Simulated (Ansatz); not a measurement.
Tunnelling through a barrier is set by its complex band structure: the current falls as exp(−2κd) with the smallest κ.

Given:

```
CSi
1.0
    3.01204     0.00000     0.00000
   -1.50602     2.60850     0.00000
    0.00000     0.00000     5.04525
Si C
2 2
Direct
  0.33333   0.66667   0.49960
  0.66667   0.33333   0.99960
  0.33333   0.66667   0.87540
  0.66667   0.33333   0.37540
```

The cell is strained (lengths across the current scaled by 0.98, ions clamped); by r2SCAN it stands under a pressure of 10.7 GPa.

Transport runs along the normal of the first two printed cell vectors, the (001) (indices of the unstrained crystal) plane of the conventional cell.

The gap is the functional's own, uncorrected, and κ follows it; spin-orbit coupling is left out. Mid-gap means the computed energy nearest the middle.

Question: State the band gap and the smallest decay constant κ at mid-gap according to Ansatz (a program for electronic structure) with r2SCAN.

Answer: Gap 2.50 eV on a 12×12×6 mesh; κ = 0.237 1/Å, at the zone centre.
